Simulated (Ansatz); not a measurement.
Consider the following.

```xyz
2
Lattice="2.9075 0.0000 0.0000 0.0000 2.9075 0.0000 0.0000 0.0000 3.9129" Properties=species:S:1:pos:R:3 pbc="T T T"
Al     1.4537     1.4537     1.9564
Ti     0.0000     0.0000     0.0000
```

No spin polarisation.

Level of theory: Kohn–Sham DFT with the r2SCAN functional, run in Ansatz (a quantum-chemistry and plane-wave program) with PAW and 500 eV plane waves, without spin-orbit coupling, earlier PAW set. k-mesh 20×20×14 (Γ-centred); smearing 0.1 eV (Fermi–Dirac).

Question: What mean in-plane stress (compression positive) does the calculation give?

Answer: -5.1 GPa.

Question: Predict the space group.

Answer: P4/mmm (No. 123).

Question: Predict the band gap.

Answer: Zero.

The cells carry an imposed strain or load. No phonon test of stability was made. The final runs are not spin-polarised. The cell was made from TiAl (space group P4/mmm, No. 123) by this change: biaxial strain +3.37 %, plane normal [001], relaxed out of plane.
